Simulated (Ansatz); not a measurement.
The starting structures come from a database of crystals and need not be the phases stable at ambient conditions.

By PBEsol, the system below comes out a metal.

A figure of merit of an interconnect metal is its ballistic conductance per area.

Given:

```xyz
2
Lattice="3.9630 0.0000 0.0000 0.0000 5.6045 0.0000 0.0000 2.8023 2.8023" Properties=species:S:1:pos:R:3 pbc="T T T"
Sr     1.9815     2.8023     0.0000
Hg     0.0000     0.0000     0.0000
```

Space group of this cell: Pm-3m, CsCl type. The cell is taken as given; by PBEsol its mean pressure is -1.0 GPa.

The current flows along the normal of the first two printed cell vectors, the (110) plane of the conventional cell. No spin-orbit coupling; the value is a mean over 0.1 eV about the Fermi level.

**Question.** Give the ballistic conductance per area that PBEsol in Ansatz (a program for electronic structure) yields.

**Answer.** 0.53 × 10¹⁵ S/m² for both spins.
